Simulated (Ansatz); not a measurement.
System: O vacancy in rock-salt SrO (charge state +2). Method: PBE, PAW (plane waves to 420 eV; Ansatz, a program for electronic structure).

Cell of 64 host sites held at the relaxed PBE lattice; the Γ point alone; Fermi-Dirac width 0.01 eV, spin-restricted; finite-size errors left in. Energies are static. The charge state is imposed; whether it is stable for some Fermi level was not computed. Forms of the defect that were not tried may lie lower.

Barriers: single points on a 2×2×2 k-point mesh shifted by half a step at the bands' geometries (they differ from the bands' own by up to 0.29 eV, and are uncertain by about as much).

The step: one O atom jumps into the vacancy from a nearby O site. Atoms about the jump, Cartesian Å from the middle of the jump, before and after:

| atom | x0 | y0 | z0 | x1 | y1 | z1 |
|---|---|---|---|---|---|---|
| O1 | 0.00 | -1.24 | -1.24 | 0.00 | 1.24 | 1.24 |
| Sr2 | 0.00 | -1.51 | 1.30 | 0.00 | -1.30 | 1.51 |
| Sr3 | 0.00 | 1.30 | -1.51 | 0.00 | 1.51 | -1.30 |
| Sr4 | -2.81 | 1.30 | 1.30 | -2.59 | 1.29 | 1.29 |
| Sr5 | -2.59 | -1.29 | -1.29 | -2.81 | -1.30 | -1.30 |
| O6 | -2.54 | -1.24 | 1.30 | -2.55 | -1.30 | 1.24 |
| O7 | -2.54 | 1.30 | -1.24 | -2.55 | 1.24 | -1.30 |

**Question.** Predict the transition state.

**Answer.** 
```csv
atom,x,y,z
O1,-0.53,0.00,0.00
Sr2,0.05,-1.54,1.54
Sr3,0.05,1.55,-1.55
Sr4,-2.59,1.18,1.18
Sr5,-2.59,-1.17,-1.18
O6,-2.75,-1.43,1.44
O7,-2.75,1.44,-1.44
```
It lies 1.48 eV above the start and 1.48 eV above the end. The check of the saddle point's order was inconclusive, and it lies on a symmetry element of the cell, where a band can be held. Symmetry-equivalent saddle points exist between the same ends.
